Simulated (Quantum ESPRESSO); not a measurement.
Input and output of a self-consistent single point for W (Im-3m, 1 atom in the cell) (Quantum ESPRESSO).

Method: PBE, SSSP 1.1.2 efficiency (PBE) pseudopotentials (plane waves; Quantum ESPRESSO).

```xyz
1
Lattice="-1.5721 1.5721 1.5721 1.5721 -1.5721 1.5721 1.5721 1.5721 -1.5721" Properties=species:S:1:pos:R:3 pbc="T T T"
W      0.0000     0.0000     0.0000
```

Reference input (self-consistent single point, DFT, PBE, plane waves, SSSP 1.1.2 efficiency (PBE) pseudopotentials): ecutwfc = 40 Ry; ecutrho = 320 Ry; occupations = smearing; smearing = fd; degauss = 0.0073499 Ry; potentials = {W: W_pbe_v1.2.uspp.F.UPF}; K_POINTS = automatic 15 15 15 0 0 0; conv_thr = 1e-11 Ry. This run's input differs from it in these lines:

```diff
@@ -16,3 +16,3 @@
     smearing = 'fd'
-    degauss = 0.0073499
+    degauss = 0.02205
 /
@@ -30,3 +30,3 @@
 K_POINTS automatic
-15 15 15  0 0 0
+8 8 8  0 0 0
```

Log, with long lists cut:

```
     Self-consistent Calculation

     iteration #  1     ecut=    40.00 Ry     beta= 0.70

     Threshold (ethr) on eigenvalues was too large:
     Diagonalizing with lowered threshold

     negative rho (up, down):  6.674E-02 0.000E+00

     total energy              =    -159.12942890 Ry
     estimated scf accuracy    <       0.05219128 Ry

     iteration #  2     ecut=    40.00 Ry     beta= 0.70

     negative rho (up, down):  6.808E-02 0.000E+00

     total energy              =    -159.13999306 Ry
     estimated scf accuracy    <       0.00169670 Ry

     iteration #  3     ecut=    40.00 Ry     beta= 0.70

     negative rho (up, down):  6.847E-02 0.000E+00

     total energy              =    -159.14025655 Ry
     estimated scf accuracy    <       0.00009054 Ry

   [... 3 blocks of this kind left out ...]

     iteration #  7     ecut=    40.00 Ry     beta= 0.70

     negative rho (up, down):  6.837E-02 0.000E+00

     total energy              =    -159.14026199 Ry
     estimated scf accuracy    <          3.3E-11 Ry

     iteration #  8     ecut=    40.00 Ry     beta= 0.70

     negative rho (up, down):  6.837E-02 0.000E+00
     End of self-consistent calculation

     the Fermi energy is    23.0394 ev

!    total energy              =    -159.14026199 Ry
     estimated scf accuracy    <          1.7E-12 Ry
     smearing contrib. (-TS)   =      -0.01172151 Ry
     internal energy E=F+TS    =    -159.12854048 Ry

     convergence has been achieved in   8 iterations

     negative rho (up, down):  6.837E-02 0.000E+00

     Forces acting on atoms (cartesian axes, Ry/au):

     atom    1 type  1   force =     0.00000000    0.00000000    0.00000000

     Total force =     0.000000     Total SCF correction =     0.000000

     negative rho (up, down):  6.837E-02 0.000E+00
          total   stress  (Ry/bohr**3)                   (kbar)     P=       97.26
   0.00066118   0.00000000   0.00000000           97.26        0.00        0.00
   0.00000000   0.00066118   0.00000000            0.00       97.26        0.00
   0.00000000   0.00000000   0.00066118            0.00        0.00       97.26

   JOB DONE.
```

The run converged in 8 iterations. Against the reference run the free energy drops by 58.0 meV/atom and the pressure goes from 9.01 to 9.73 GPa.

The starting cell has typed, rounded lattice constants, without a prior relaxation at this level. Its lattice was rescaled by up to half a per cent. Spin polarisation is off. With a pressure of about 10 GPa the cell is away from its equilibrium volume at this level.
